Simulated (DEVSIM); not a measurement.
Structure: abrupt Si n-p junction, at 300 K.

```csv
layer (left to right),material,thickness (μm),Nd (cm⁻³),Na (cm⁻³),τn (s),τp (s)
1,Si,28.0,1e15,-,1.8e-5,1.8e-5
2,Si,290,-,6.4e14,1.8e-5,1.8e-5
```

Left contact: ohmic. Right contact: ohmic. Voltage is applied to the left contact. Recombination: SRH at mid-gap, Auger. Mobility is μmin + (μ − μmin)/(1 + (N/Nref)^α).

The device is made up for the run: typed textbook-type constants, with dimensions and the other settings drawn at random. Values at 300 K; Nc and Nv go as T^1.5, mobilities as T to minus their exponent, the gap by Varshni's rule with the affinity fixed.

```
parameter               Si
----------------  --------
gap (eV)             1.124
affinity (eV)         4.05
permittivity          11.7
Nc (cm⁻³)          2.86e19
Nv (cm⁻³)           3.1e19
μn (cm²/Vs)           1417
μp (cm²/Vs)            470
μn,min                  52
μp,min                  45
Nref,n              9.7e16
Nref,p              2.2e17
αn                    0.68
αp                    0.72
T exponent of μn       2.3
T exponent of μp       2.2
Cn (cm⁶/s)         2.8e-31
Cp (cm⁶/s)         9.9e-32
Varshni α (eV/K)  0.000473
Varshni β (K)          636
```

Simulated with DEVSIM: 1D drift-diffusion, Boltzmann statistics, complete ionisation; no tunnelling, impact ionisation, image-force lowering or self-heating.

The temperature was swept, all else fixed.

| temperature (K) | potential step across the device at zero bias (V) | dark forward voltage at 1 A/cm² (V) | largest field in the device at zero bias (V/cm) |
|---|---|---|---|
| 250 | 0.694 | 0.817 | 8900 |
| 300 | 0.580 | 0.757 | 8000 |
| 350 | 0.462 | [?] | [?] |
| 400 | 0.341 | 0.656 | 5800 |
| 450 | 0.218 | 0.611 | 4300 |
| 500 | 0.102 | 0.545 | 2700 |

Complete the blanks.


- 350, dark forward voltage at 1 A/cm² (V): 0.703
- 350, largest field in the device at zero bias (V/cm): 7000
